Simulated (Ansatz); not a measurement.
MgSe: pressure series

Base system: MgSe in the rock salt structure (space group Fm-3m, No. 225; a = 5.508 Å).

Cell and atoms are relaxed at each pressure.

Computed with Kohn–Sham DFT with the PBE functional, run in Ansatz (a first-principles code) with PAW and 420 eV plane waves, no SOC.

| pressure (GPa) | band gap (eV) |
|---|---|
| -2 | 1.71 |
| -1 | 1.74 |
| 0 | 1.77 |
| 0.3 | 1.78 |
| 0.7 | 1.79 |
| 1.5 | 1.81 |
| 3 | 1.85 |
| 5 | ? |
| 7.5 | 1.94 |

**Question.** Fit E_g = E₀ + αP + βP² to the rows shown and predict the withheld row.

**Answer.** Least squares on the printed values gives E₀ = 1.77 eV, α = 28.7 meV/GPa, β = -0.81 meV/GPa² (largest residual 0.00 eV); this predicts 1.89 eV, and the run gives 1.89 eV, in agreement.

Load acts through the strain it causes; cell and atoms are relaxed under it. Stability against distortions was not tested. Competing high-pressure phases were not computed.
